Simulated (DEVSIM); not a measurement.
Structure: Schottky contact on p-type GaP, at 250 K.

Layer 1 from the left is GaP, thickness (μm) 9.50, Na (cm⁻³) 7.4e16, τn (s) 6.5e-7, τp (s) 6.5e-7.

Left contact: Schottky, work function 4.48 eV, emission velocity 6.5e6 cm/s. Right contact: ohmic. Voltage is applied to the left contact. Recombination: SRH at mid-gap. Mobility is μmin + (μ − μmin)/(1 + (N/Nref)^α).

This is a model device: material constants are rounded textbook-type values typed into the input, and sizes, dopings and lifetimes were drawn at random. Values at 300 K; Nc and Nv go as T^1.5, mobilities as T to minus their exponent, the gap by Varshni's rule with the affinity fixed.

GaP: gap (eV) 2.26, affinity (eV) 3.8, permittivity 11.1, Nc (cm⁻³) 1.8e19, Nv (cm⁻³) 1.9e19, μn (cm²/Vs) 250, μp (cm²/Vs) 150, μn,min 10, μp,min 10, Nref,n 4.4e18, Nref,p 1e18, αn 0.8, αp 0.85, T exponent of μn 1.6, T exponent of μp 1.98, Varshni α (eV/K) 0.00058, Varshni β (K) 372.

DEVSIM, 1D drift-diffusion, Boltzmann statistics, complete ionisation; no tunnelling, impact ionisation, image-force lowering or self-heating. Metal contacts follow the ideal Schottky-Mott rule: no Fermi-level pinning, no interface dipoles.

Dark forward current:

```csv
|V| (V),|J| (A/cm²)
0.65,8.805e-13
0.70,8.910e-12
0.75,9.011e-11
0.80,9.106e-10
0.85,9.194e-9
0.90,9.273e-8
0.95,9.339e-7
1.00,9.391e-6
1.05,9.421e-5
1.10,0.0009425
1.15,0.009389
1.20,0.09284
1.25,0.8973
1.30,7.644
1.35,39.82
1.40,107.2
1.45,195.5
1.50,294.4
1.55,399.0
1.60,507.1
1.65,617.6
1.70,729.9
1.75,843.3
1.80,957.8
1.85,1073
1.90,1189
```

### Question
Work out the local ideality factor n = ΔV / (kT/q · ln(J2/J1)) between the rows 0.65 and 0.70 V, 1.85 and 1.90 V.

### Answer
kT/q = 21.54 mV. From 0.65 to 0.70 V: ln(8.910e-12/8.805e-13) = 2.314, n = 1.00, near the 1 of diffusion or emission over a barrier. From 1.85 to 1.90 V: ln(1189/1073) = 0.103, n = 22.61; the layers' resistance at their doping, Σ W/(qμN) = 0.00041 Ω cm², would take 48 mV of this step of 50 mV.

### Question
Estimate the current at 0.95 V for emission alone, J0 = q v N_band exp(−φB/kT), and read the barrier back from the simulated current.

### Answer
φB = 1.599 eV, N_band = 1.45e19 cm⁻³, J0 = 8.51e-26 A/cm²; J = J0 (exp(qV/kT) − 1) = 1.21e-6 A/cm². The simulation gives 9.34e-7 A/cm²; the estimate lies 30 % above. Read backwards, the simulated current gives an apparent barrier of 1.605 eV. The estimate leaves out transport through the depletion region and minority injection.
